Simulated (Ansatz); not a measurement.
Base system: Ge in the diamond structure (space group Fd-3m, No. 227).

```yaml
crystal:
  lattice:
    - [0.00000, 2.81109, 2.81109]
    - [2.81109, 0.00000, 2.81109]
    - [2.81109, 2.81109, 0.00000]
  atoms:
    - { symbol: Ge, position: [0.00000, 0.00000, 0.00000] }
    - { symbol: Ge, position: [0.25000, 0.25000, 0.25000] }
```

Cartesian axes are those of the cell as printed.

The values are results of Ansatz (a quantum-chemistry and plane-wave program), LDA, PAW, cutoff 420 eV, no spin-orbit coupling, not measurements.

For the base:

```
Property                         Result
-----------------------------  --------
Pressure                        0.0 GPa
Shortest interatomic distance  243.4 pm
```

It is then changed as follows: biaxial strain +1.00 %, plane normal [001], relaxed out of plane (Cartesian); in-plane vectors clamped, the third vector and the atoms free.

### Question
What happens to the pressure?

### Answer
The pressure (mean of the normal stresses, compression positive) goes from zero to -0.8 GPa.

### Question
What happens to the energy relative to the base?

### Answer
The energy goes up by 1.8 meV/atom.

### Question
What happens to the shortest interatomic distance?

### Answer
The shortest interatomic distance increases by 1.00 pm, from 243.4 pm to 244.5 pm.

Stability against distortions was not tested.
